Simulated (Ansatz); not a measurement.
CuI, pressure series

Take CuI in the zinc blende structure (space group F-43m, No. 216) as the base.

```
CELL_PARAMETERS angstrom
      0.00000     3.01139     3.01139
      3.01139     0.00000     3.01139
      3.01139     3.01139     0.00000
ATOMIC_POSITIONS crystal
  I  0.75000 0.75000 0.75000
  Cu 0.00000 0.00000 0.00000
```

Cell and atoms are relaxed at each pressure.

Method: r2SCAN (Ansatz, a program for electronic structure), without spin-orbit coupling.

Candidates:
(a) pressure 15 GPa
(b) pressure 30 GPa
(c) pressure −2 GPa

Base values:

| Item | Result |
|---|---|
| Width of the top valence band | 1.56 eV |

Q: Order them by width of the top valence band, highest first.

A: (b) pressure 30 GPa (3.11 eV), (a) pressure 15 GPa (2.48 eV), (c) pressure −2 GPa (1.38 eV)

With I present, leaving out spin-orbit coupling can change the band edges. The levels and masses belong to the bands next to the band gap. Load acts through the strain it causes; cell and atoms are relaxed under it. Stability against distortions was not tested. Tetrahedral semiconductors of this kind turn to denser phases somewhere between about 1 and 50 GPa; those were not computed, so compressed cells here can lie past the real transition. The final runs are not spin-polarised.
